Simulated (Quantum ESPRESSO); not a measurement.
**How far to go with shifted k-point meshes: Sr (Fm-3m, 1 atom in the cell)**

```xyz
1
Lattice="0.0000 3.0309 3.0309 3.0309 0.0000 3.0309 3.0309 3.0309 0.0000" Properties=species:S:1:pos:R:3 pbc="T T T"
Sr     0.0000     0.0000     0.0000
```

Computed with PBE, PSlibrary ultrasoft (PBE) pseudopotentials (plane waves; Quantum ESPRESSO).

Base settings: ecutwfc = 45 Ry; ecutrho = 315 Ry; occupations = smearing; smearing = fd; degauss = 0.0073499 Ry; potentials = {Sr: Sr.pbe-spn-rrkjus_psl.1.0.0.UPF}; K_POINTS = automatic 9 9 9 0 0 0; conv_thr = 1e-09 Ry; mixing_beta = 0.7.

Only quantities that move along the ladder and can be compared are tabulated.

The count of work is k-points × plane waves × bands × iterations; it is no time. 

The starting cell has typed, rounded lattice constants, without a prior relaxation at this level. Its lattice was rescaled by up to half a per cent.

```tsv
K_POINTS	free energy less the last step's (meV/atom)	pressure (GPa)	count of work / last
automatic 2 2 2 1 1 1	-6.94	0.32	0.00072
automatic 3 3 3 1 1 1	37.05	-0.05	0.0022
automatic 4 4 4 1 1 1	4.30	-0.19	0.0036
automatic 5 5 5 1 1 1	-0.35	-0.17	0.0083
automatic 6 6 6 1 1 1	-0.17	-0.15	0.010
automatic 7 7 7 1 1 1	-0.31	-0.14	0.016
automatic 8 8 8 1 1 1	-0.11	-0.14	0.022
automatic 9 9 9 1 1 1	-0.01	-0.14	0.031
automatic 10 10 10 1 1 1	0.01	-0.15	0.048
automatic 11 11 11 1 1 1	0.01	-0.15	0.053
automatic 12 12 12 1 1 1	0.00	-0.15	0.080
automatic 14 14 14 1 1 1	0.00	-0.15	0.10
automatic 15 15 15 1 1 1	0.00	-0.15	0.13
automatic 18 18 18 1 1 1	0.00	-0.15	0.21
automatic 23 23 23 1 1 1	0.00	-0.15	0.42
automatic 28 28 28 1 1 1	0.00	-0.15	0.74
automatic 31 31 31 1 1 1	0.00	-0.15	1.0
```

Coarsest K_POINTS that holds the free energy within 5 meV/atom of the last step, with all finer ones: automatic 4 4 4 1 1 1, at 0.0036 of the last step's count of work; the step before is off by 37 meV/atom.

Coarsest K_POINTS that holds the pressure within 0.2 GPa of the last step, with all finer ones: automatic 3 3 3 1 1 1, at 0.0022 of the last step's count of work; the step before is off by 0.47 GPa.
